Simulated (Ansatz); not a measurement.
Consider InPd in the CsCl type structure (space group Pm-3m, No. 221; a = 3.306 Å; relaxed with 0.1 eV smearing).

All numbers come from PBE/PAW in Ansatz (a first-principles code), no spin-orbit coupling.

Base values:

| Property | Value |
|---|---|
| Pressure | 0.0 GPa |

One thing is altered: an isotropic linear strain of +2.00 %, atoms relaxed at fixed cell.

Task: How does this affect the pressure and energy relative to the base?

Result: The pressure goes from zero to -5.5 GPa; the energy goes up by 20 meV/atom.

Whether these cells are dynamically stable was not tested. The final runs are not spin-polarised.
